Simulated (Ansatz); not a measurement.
# AlB2-type HfB₂: cohesive energy by level of theory

No measured value is used here.

```json
[
 {"level (code)": "LDA (Ansatz)", "value (eV/atom)": "8.37", "cell (Å³/atom)": "9.51"},
 {"level (code)": "PBE (Ansatz)", "value (eV/atom)": "7.31", "cell (Å³/atom)": "9.96"},
 {"level (code)": "PBEsol (Ansatz)", "value (eV/atom)": "7.89", "cell (Å³/atom)": "9.73"},
 {"level (code)": "r²SCAN (Ansatz)", "value (eV/atom)": "7.32", "cell (Å³/atom)": "9.88"},
 {"level (code)": "PBE0 (Ansatz)", "value (eV/atom)": "7.27", "cell (Å³/atom)": "9.86"},
 {"level (code)": "Hartree–Fock (Ansatz)", "value (eV/atom)": "4.86", "cell (Å³/atom)": "10.41"}
]
```

Free atoms are spin-polarised, in the lowest state found; at levels without +SOC their spin–orbit coupling is left out.  Density-functional levels without +SOC have no spin–orbit coupling, which shifts binding energies of heavy elements. PBE0, Hartree–Fock: the free atom's electronic state is in doubt. Each level is taken at its own relaxed cell. Cutoffs and k meshes differ between the levels. Ansatz's density-functional and Hartree–Fock values are scalar-relativistic unless marked +SOC, with PAW data made under PBE.

Ansatz is a quantum-chemistry and plane-wave program.
